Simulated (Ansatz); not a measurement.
We consider BaTiO3 (Amm2, No. 38, 5 atoms in the cell; start mp-5777), described by r²SCAN-D4 (Ansatz, a program for electronic structure, PAW).

Settings: plane-wave cutoff 500 eV, 10×10×10 k mesh, gaussian smearing 0.02 eV, no spin polarisation, scalar-relativistic PAW data made under PBE.

Cell (relaxed at this level):

```
BaTiO3
1.0
    3.95912     0.00000     0.00000
    0.00000     2.84816     2.86221
    0.00000    -2.84816     2.86221
Ba Ti O
1 1 3
Direct
  0.00000   0.00438   0.00438
  0.50000   0.51925   0.51925
  0.50000   0.97807   0.49068
  0.50000   0.49068   0.97807
  0.00000   0.48751   0.48751
```

Problem. Give the computed band gap.

Solution. 
* **band gap**: 2.63 eV (on the SCF k mesh)

Note: the relaxation could not lower the start's symmetry, so the cell can be a saddle point above a distorted one.

Spin–orbit coupling is not included.

Static lattice: no zero-point or thermal effects.

Computing time: around 10 core-minutes (rough).

A start named mp-… is a Materials Project structure, which need not be a measured phase.
